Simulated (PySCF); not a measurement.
PySCF 2.14.0, PBE/def2-tzvp, df: Sc(F)(NH2)2 ([NH2][Sc]([NH2])[F]), 8 atoms. The geometry is a generated start, not checked to be a minimum at this level.

```
Property                      Result
-------------------  ---------------
task                          energy
method                           pbe
basis                      def2-tzvp
two-electron scheme  density fitting
mol.max_memory               3000 MB
mf.max_cycle                     100
mf.init_guess        minao (default)
mf.DIIS              CDIIS (default)
mf.diis_space            8 (default)
mf.conv_tol          1e-09 (default)
mf.grids.level           3 (default)
basis functions                  162
grid points                   101944
```

```xyz
8

Sc     0.3827     0.0520    -0.0278
F      2.1679     0.3495    -0.0935
N     -0.1076    -0.9118     1.6602
H     -0.9487    -1.3473     2.0432
H      0.6162    -1.0772     2.3681
N     -0.5572     0.8058    -1.6324
H     -1.5221     0.8273    -1.9593
H     -0.0312     1.3017    -2.3585
```

Charge 0 and multiplicity 1 are set for this test and not shown to be the ground state.

One run each on 2 threads, 1 BLAS thread. Values of level_shift (Hartree) tried: 0 (default), 0.1, 0.3, 1.

How does the count of Fock builds change with level_shift (Hartree), and where is it least?

Fewest Fock builds, within one of each other: 0 (default) with 15, 0.1 with 16. The count rises to 53 at 1. All converge to one solution.

| level_shift (Hartree) | Fock builds | end |
|---|---|---|
| 0 (default) | 15 | same solution |
| 0.1 | 16 | same solution |
| 0.3 | 19 | same solution |
| 1 | 53 | same solution |
